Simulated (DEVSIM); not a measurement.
System: Schottky contact on n-type β-Ga2O3, at 300 K.

Layer 1 from the left is β-Ga2O3, thickness (μm) 14.0, Nd (cm⁻³) 3.4e15, τn (s) 1.9e-8, τp (s) 1.9e-8. Layer 2 from the left is β-Ga2O3, thickness (μm) 5.60, Nd (cm⁻³) 9.2e17, τn (s) 1.9e-8, τp (s) 1.9e-8.

Left contact: Schottky, work function 5.2 eV, emission velocity 8.6e6 cm/s. Right contact: ohmic. Voltage is applied to the left contact. Recombination: SRH at mid-gap, radiative. Mobility is constant in doping.

The device is made up for the run: typed textbook-type constants, with dimensions and the other settings drawn at random. Values at 300 K.

β-Ga2O3: gap (eV) 4.8, affinity (eV) 4, permittivity 10, Nc (cm⁻³) 3.7e18, Nv (cm⁻³) 5e20, μn (cm²/Vs) 160, μp (cm²/Vs) 1, B (cm³/s) 1e-12.

Model (solved in DEVSIM): 1D drift-diffusion, Boltzmann statistics, complete ionisation; no tunnelling, impact ionisation, image-force lowering or self-heating. Metal contacts follow the ideal Schottky-Mott rule: no Fermi-level pinning, no interface dipoles.

Dark forward current:

```csv
|V| (V),|J| (A/cm²)
0.10,6.259e-13
0.15,4.328e-12
0.20,2.942e-11
0.25,1.993e-10
0.30,1.347e-9
0.35,9.079e-9
0.40,6.106e-8
0.45,4.094e-7
0.50,2.735e-6
0.55,1.818e-5
0.60,0.0001201
0.65,0.0007874
0.70,0.005094
0.75,0.03201
0.80,0.1827
0.85,0.7815
0.90,2.129
0.95,4.080
1.00,6.388
1.05,8.903
1.10,11.55
1.15,14.28
1.20,17.08
1.25,19.92
1.30,22.79
1.35,25.70
```

Question: Work out the local ideality factor n = ΔV / (kT/q · ln(J2/J1)) between the rows 0.15 and 0.20 V, 1.30 and 1.35 V.

Answer: kT/q = 25.85 mV. From 0.15 to 0.20 V: ln(2.942e-11/4.328e-12) = 1.917, n = 1.01, near the 1 of diffusion or emission over a barrier. From 1.30 to 1.35 V: ln(25.70/22.79) = 0.120, n = 16.10; the layers' resistance at their doping, Σ W/(qμN) = 0.016 Ω cm², would take 47 mV of this step of 50 mV.

Question: Estimate the current at 0.45 V for emission alone, J0 = q v N_band exp(−φB/kT), and read the barrier back from the simulated current.

Answer: φB = 1.200 eV, N_band = 3.70e18 cm⁻³, J0 = 3.52e-14 A/cm²; J = J0 (exp(qV/kT) − 1) = 1.28e-6 A/cm². The simulation gives 4.09e-7 A/cm²; the estimate lies 210 % above. Read backwards, the simulated current gives an apparent barrier of 1.229 eV. The estimate leaves out transport through the depletion region and minority injection.
